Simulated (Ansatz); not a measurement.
Base system: VBiO₄ (space group I4_1/a, No. 88; a = 5.1214 Å, c = 11.6213 Å).

Structures relaxed with Kohn–Sham DFT with the r2SCAN functional, run in Ansatz (a program for electronic structure) with PAW and 500 eV plane waves, without spin-orbit coupling.

Base:

Simulated powder pattern, Cu Kα, λ = 1.54184 Å (kinematic, ideal powder, no thermal factors, no anomalous dispersion; the 14 strongest lines at most, above 2 %, up to 2θ = 90°):

| 2θ (°) | I/Imax (%) | hkl |
|---|---|---|
| 18.94 | 42 | (101) |
| 28.90 | 13 | (103) |
| 29.05 | 100 | (112) |
| 30.78 | 17 | (004) |
| 35.04 | 22 | (200) |
| 40.13 | 19 | (121) |
| 42.72 | 9.4 | (105) |
| 46.04 | 14 | (213) |
| 47.32 | 29 | (204) |
| 50.40 | 12 | (220) |
| 53.66 | 18 | (116) |
| 59.23 | 27 | (312) |
| 60.22 | 13 | (224) |
| 76.70 | 13 | (136) |

After one change:

Simulated powder pattern, Cu Kα, λ = 1.54184 Å (kinematic, ideal powder, no thermal factors, no anomalous dispersion; the 14 strongest lines at most, above 2 %, up to 2θ = 90°):

```csv
2θ (°),I/Imax (%)
18.89,42
28.82,13
28.98,100
30.68,17
34.97,22
40.04,19
42.59,9.4
45.92,15
47.19,29
50.29,12
53.50,18
59.09,27
60.07,13
76.48,13
```

Problem. Which change produced these results?
A. pressure 1.8 GPa
B. pressure −2 GPa
C. pressure −1 GPa

Solution. C, pressure −1 GPa. Its volume per atom is 12.79 Å³ against 12.70 Å³, and its space group is I4_1/a (No. 88).

Load acts through the strain it causes; cell and atoms are relaxed under it. Whether these cells are dynamically stable was not tested. Starting moments died away, wholly or in part, for the base; another magnetic solution may exist. All final runs are without spin polarisation.
